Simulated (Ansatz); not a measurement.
## Effect of tensor shear ε_xy = +0.86 % on CdS

Base system: CdS in the zinc blende structure (space group F-43m, No. 216; a = 5.878 Å). Axes: x, y, z lie along the cube axes.

The change: a pure shear with ε_xy = ε_yx = 0.0086, atoms relaxed at fixed cell.

Level of theory: r2SCAN (Ansatz, a first-principles code), no spin-orbit coupling. Settings: 10×10×10 k-points, 0.05 eV Fermi–Dirac smearing.

The volume per atom stays 25.38 Å³ and the space group changes from F-43m (No. 216) to Imm2 (No. 44). The shortest interatomic distance stays essentially unchanged (2.545 Å against 2.544 Å) and the energy increases by 0.6 meV/atom. The pressure (mean of the normal stresses, compression positive) hardly moves (0.01 GPa against 0.00 GPa) and the band gap decreases by 0.036 eV to 1.51 eV. The gap character stays direct at Γ and the valence-band top at Γ (three highest levels, from the VBM) becomes 0.00, -0.03, -0.07 eV (base: 0.00, 0.00, 0.00 eV). The stress (xx, yy, zz, yz, xz, xy; compression positive) is (0.00, 0.00, 0.00, 0.00, 0.00, -0.44) GPa.

Final structure:

```
CdS
1.0
    0.02527     2.93884     2.93884
    2.93884     0.02527     2.93884
    2.96411     2.96411     0.00000
Cd S
1 1
Direct
  0.00192   0.00192   0.99808
  0.24808   0.24808   0.25192
```

The cells carry an imposed strain or load. Whether these cells are dynamically stable was not tested. k-point labels follow each cell's own Brillouin zone.
